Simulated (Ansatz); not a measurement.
Troubleshooting Ansatz (a first-principles code): a failed run on GePt (Pnma, 8 atoms in the cell). The aim is a self-consistent single point with DFT, revPBE, plane waves, default PAW files made with PBE.

Cell that was meant: a = 5.7572 Å, b = 3.7308 Å, c = 6.1128 Å, α = 90.00°, β = 90.00°, γ = 90.00°.

Part of the input:

```yaml
    - { symbol: Ge, position: [0.186070, 0.250000, 0.411990] }
    - { symbol: Ge, position: [0.686070, 0.250000, 0.088010] }
    - { symbol: Ge, position: [0.313930, 0.750000, 0.911990] }
    - { symbol: Pt., position: [0.001850, 0.750000, 0.192710] }
    - { symbol: Pt, position: [0.998150, 0.250000, 0.807290] }
    - { symbol: Pt, position: [0.498150, 0.250000, 0.692710] }
    - { symbol: Pt, position: [0.501850, 0.750000, 0.307290] }
```

Log, with long lists cut:

```
Error: YAML parse error: error: line 12 column 17: `Pt.` is not an element symbol (H … Og, case-exact)
  --> <input>:12:17
   |
10 |     - { symbol: Ge, position: [0.686070, 0.250000, 0.088010] }
11 |     - { symbol: Ge, position: [0.313930, 0.750000, 0.911990] }
12 |     - { symbol: Pt., position: [0.001850, 0.750000, 0.192710] }
   |                 ^ `Pt.` is not an element symbol (H … Og, case-exact)
13 |     - { symbol: Pt, position: [0.998150, 0.250000, 0.807290] }
14 |     - { symbol: Pt, position: [0.498150, 0.250000, 0.692710] }
   |
```

**Question.** Read the log: what does the program object to, and what is the fix?

**Answer.** The fault is a mistyped element symbol. The symbol names no element. To fix it, correct the symbol. The program stopped before any SCF iteration.

An input that runs soundly differs in these lines (not the only fix; some lines may just follow from the change or write a value another way):
```diff
-    - { symbol: Pt., position: [0.001850, 0.750000, 0.192710] }
+    - { symbol: Pt, position: [0.001850, 0.750000, 0.192710] }
```

With that input, the run converged in 7 iterations: free energy E − TS (on the zero of these files) -67331.0631 eV; Fermi level (on the code's own zero) 17.67 eV; pressure 6.87 GPa; largest force (vector length) 0.129 eV/Å (DFT, revPBE, plane waves, default PAW files made with PBE).

On the sound input: the starting cell comes from a database of computed structures (which also holds hypothetical and non-ambient phases and stackings), without a prior relaxation at this level. Its lattice was rescaled by a random factor within 2.5 % of one. Spin polarisation is off. With a pressure of about 7 GPa the cell is away from its equilibrium volume at this level. Ansatz's pressure includes its estimate of the finite-basis (Pulay) stress.
